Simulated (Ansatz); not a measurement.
Pressure series in Ag2O

Take Ag$_{2}$O (space group Pn-3m, No. 224; a = 4.7067 Å) as the base.

Cell and atoms are relaxed at each pressure.

The values are results of PBEsol/PAW in Ansatz (a program for electronic structure), without spin-orbit coupling, not measurements.

Two rows of this table had their results exchanged by mistake.

```csv
pressure,volume per atom (Å³),shortest distance (Å),band gap
pressure −2 GPa,17.80,2.055,zero
pressure −1 GPa,17.58,2.046,zero
pressure 0.3 GPa,17.32,2.036,zero
pressure 0.7 GPa,17.24,2.033,zero
pressure 1.5 GPa,17.10,2.027,zero
pressure 3 GPa,15.88,1.978,0.16 eV
pressure 7.5 GPa,16.18,1.990,0.12 eV
pressure 10 GPa,16.84,2.017,zero
```

Which two?

The rows for pressure 3 GPa and pressure 10 GPa: the volume has to fall steadily with pressure, so 16.84 Å³ belongs to pressure 3 GPa and 15.88 Å³ to pressure 10 GPa.

The mesh was chosen for an insulator and is coarse for the gapless case. Load acts through the strain it causes; cell and atoms are relaxed under it. Whether these cells are dynamically stable was not tested. Competing high-pressure phases were not computed. No Hubbard U is applied, and correlation can decide whether such a compound is a metal. All final runs are without spin polarisation. Gaps under 0.05 eV, about the width of the smearing, are given as zero. The zero or small gap of Ag2O can change with the level of theory.
